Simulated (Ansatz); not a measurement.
Base system: ZnSe in the zinc blende structure (space group F-43m, No. 216; a = 5.7330 Å).

(Cell as relaxed with PBE.)

Levels (all Ansatz, a quantum-chemistry and plane-wave program, PAW): PBE (420 eV, scalar-relativistic without spin-orbit coupling); r2SCAN (500 eV, no spin-orbit coupling).

Each level relaxes its own structure.

| quantity | PBE | r2SCAN |
|---|---|---|
| volume per atom | 23.55 Å³ | 22.73 Å³ |
| lattice parameter a | 5.733 Å | 5.665 Å |
| band gap | 1.15 eV | 1.87 eV |
| gap character | direct at Γ | direct at Γ |
| electron mass | 0.090 mₑ | 0.12 mₑ |
| hole mass (degenerate bands, along [100]) | 0.094, 0.63, 0.63 mₑ | 0.13, 0.60, 0.60 mₑ |

PBE's volume per atom lies 0.82 Å³ above r2SCAN's (3.6 %); PBE's lattice parameter a lies 0.068 Å above r2SCAN's (1.2 %); PBE's band gap lies 0.72 eV below r2SCAN's; the two agree on the gap character. Neither level is exact; r2SCAN is the comparison here, not a measurement.

Effective masses come from finite differences of ±0.01 Å⁻¹. Stability against distortions was not tested.
